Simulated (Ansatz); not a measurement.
# Several settings converged on Ti2O (P3m1, 3 atoms in the cell)

```xyz
3
Lattice="2.9452 0.0000 0.0000 -1.4726 2.5506 0.0000 0.0000 0.0000 4.8079" Properties=species:S:1:pos:R:3 pbc="T T T"
Ti     0.0000     1.7004     3.5600
Ti     1.4726     0.8502     1.2979
O      0.0000     0.0000     0.0000
```

Base method: LDA (PW92), default PAW files made with PBE (plane waves; Ansatz, a quantum-chemistry and plane-wave program).

Base settings: basis.ecutwfc = 30.9 Ry; kpoints.mp_grid.grid = 13 13 7; hamiltonian.xc = lda; hamiltonian.pseudopotentials = {kind: paw} (the program's default PAW files); scf.occupations.method = fermi_dirac; scf.occupations.width = 0.0073 Ry.

The count of work is k-points × plane waves × bands × iterations; it is no time. 

**The cutoff for other potential files**

Level: DFT, LDA (PW92), plane waves, harder PAW files (source: ansatz) made with PBE.

In this ladder: hamiltonian.pseudopotentials = {kind: paw, source: ansatz}.

The second cell is the first with its lattice scaled by 0.98.

The mesh stays at the base's, so the ladder's end is converged at best in this setting alone.

The first pressure column holds Ansatz's estimate of the finite-basis (Pulay) stress, which hides part of the cutoff error; the other is without it.

Only quantities that move along the ladder and can be compared are tabulated.

| basis.ecutwfc | free energy less the last step's (meV/atom) | energy of the compressed cell less the first (meV/atom) | pressure (GPa) | pressure without the Pulay estimate (GPa) | largest difference of a force vector from the last step's (eV/Å) | count of work / last |
|---|---|---|---|---|---|---|
| 30.9 Ry | 975.37 | -30.31 | -12.63 | -66.48 | 0.104 | 0.11 |
| 37.5 Ry | 238.81 | -8.18 | -7.77 | -25.32 | 0.033 | 0.14 |
| 47.8 Ry | 23.69 | -10.22 | -8.25 | -10.57 | 0.002 | 0.21 |
| 58.1 Ry | 2.24 | -10.21 | -8.26 | -8.50 | 0.000 | 0.27 |
| 68.4 Ry | 0.75 | -10.20 | -8.26 | -8.28 | 0.000 | 0.35 |
| 82 Ry | 0.52 | -10.20 | -8.26 | -8.27 | 0.000 | 0.46 |
| 102.5 Ry | 0.22 | -10.20 | -8.26 | -8.27 | 0.000 | 0.64 |
| 136.7 Ry | 0.00 | -10.20 | -8.26 | -8.27 | 0.000 | 1.0 |

Coarsest basis.ecutwfc that holds the free energy within 5 meV/atom of the last step, with all finer ones: 58.1 Ry, at 0.27 of the last step's count of work; the step before is off by 24 meV/atom.

Coarsest basis.ecutwfc that holds the pressure within 1 GPa of the last step, with all finer ones: 37.5 Ry, at 0.14 of the last step's count of work; the step before is off by 4.4 GPa.

Coarsest basis.ecutwfc that holds the forces within 0.005 eV/Å of the last step, with all finer ones: 47.8 Ry, at 0.21 of the last step's count of work; the step before is off by 0.033 eV/Å.

The energy difference between the two cells stays within 1 meV/atom of the last step's from 47.8 Ry on, the total only from 68.4 Ry on: much of the error is common to both cells and cancels.

At the lowest cutoff the pressure without the Pulay estimate lies 58.2 GPa under the last step's, the usual sign of Pulay stress in an incomplete plane-wave basis.

**The density cutoff**

The second cell is the first with its lattice scaled by 0.98.

The mesh stays at the base's, so the ladder's end is converged at best in this setting alone.

Only quantities that move along the ladder and can be compared are tabulated.

```csv
basis.ecutrho_ratio,free energy less the last step's (meV/atom),energy of the compressed cell less the first (meV/atom),pressure (GPa)
2,-1.79,-10.96,-8.07
3,0.05,-10.62,-8.35
4,0.00,-10.63,-8.34
5,0.00,-10.63,-8.34
6,0.00,-10.63,-8.34
8,0.00,-10.63,-8.34
10,0.00,-10.63,-8.34
12,0.00,-10.63,-8.34
16,0.00,-10.63,-8.34
```

Coarsest basis.ecutrho_ratio that holds the pressure within 0.05 GPa of the last step, with all finer ones: 3; the step before is off by 0.28 GPa.

Coarsest basis.ecutrho_ratio that holds the energy of the compressed cell less the first within 0.2 meV/atom of the last step, with all finer ones: 3; the step before is off by 0.33 meV/atom.

Coarsest basis.ecutrho_ratio that holds the free energy within 0.5 meV/atom of the last step, with all finer ones: 3; the step before is off by 1.8 meV/atom.

The energy difference between the two cells stays within 1 meV/atom of the last step's from 2 on, the total only from 3 on: much of the error is common to both cells and cancels.

**The relaxed cell against the cutoff**

On Ti₂O (P-3m1, 3 atoms in the cell): atoms on their sites.

In this ladder: relax = cell and atoms.

The mesh stays at the base's, so the ladder's end is converged at best in this setting alone.

Only quantities that move along the ladder and can be compared are tabulated.

```tsv
basis.ecutwfc	relaxed volume (Å³/atom)	relaxation steps
15.4 Ry	11.665	69
18.4 Ry	11.177	30
21.7 Ry	11.588	20
26.1 Ry	11.578	12
30.9 Ry	11.571	9
37.1 Ry	11.572	6
46.3 Ry	11.571	6
61.7 Ry	11.571	6
```

Coarsest basis.ecutwfc that holds the relaxed volume within 0.023 Å³/atom of the last step, with all finer ones: 21.7 Ry; the step before is off by 0.39 Å³/atom.

At the lowest cutoff the cell relaxes to a volume 0.8 % larger than at the highest. Ansatz relaxes on a stress corrected for the finite basis.

On the base run: the starting cell comes from a database of computed structures (which also holds hypothetical and non-ambient phases and stackings), without a prior relaxation at this level. Its lattice was rescaled by up to half a per cent. One atom was moved a little off its site on purpose. Spin polarisation is off, so a magnetic state, if there is one, cannot be reached.

Keys are those of Ansatz 0.2.
